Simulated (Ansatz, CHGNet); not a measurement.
For HfSiO4 (I4₁/amd, No. 141, 12 atoms in the cell; start COD 9000852), the machine-learned potential CHGNet-r²SCAN (trained on r²SCAN data) gives:

- lattice constant a = 6.539 Å
- lattice parameter c = 5.971 Å

Task: What does r²SCAN+rVV10 in Ansatz (plane waves, PAW) give for the same quantities?

Result: 
- lattice constant a: 6.565 Å (grows by 0.4 %)
- lattice parameter c: 5.967 Å (shrinks by 0.1 %)

Changes are worked out from the printed values.

Unless a cell is named, each level is at its own relaxed cell (CHGNet-r²SCAN 10.64, r²SCAN+rVV10 10.72 Å³/atom).

Levels without +SOC leave out spin–orbit coupling, which shifts energies and cells of such heavy elements.

Caveats: the relaxation could not lower the start's symmetry, so the cell can be a saddle point above a distorted one (CHGNet-r²SCAN). Ansatz's density-functional and Hartree–Fock values are scalar-relativistic unless marked +SOC, with PAW data made under PBE.

Ansatz is a program for electronic structure.
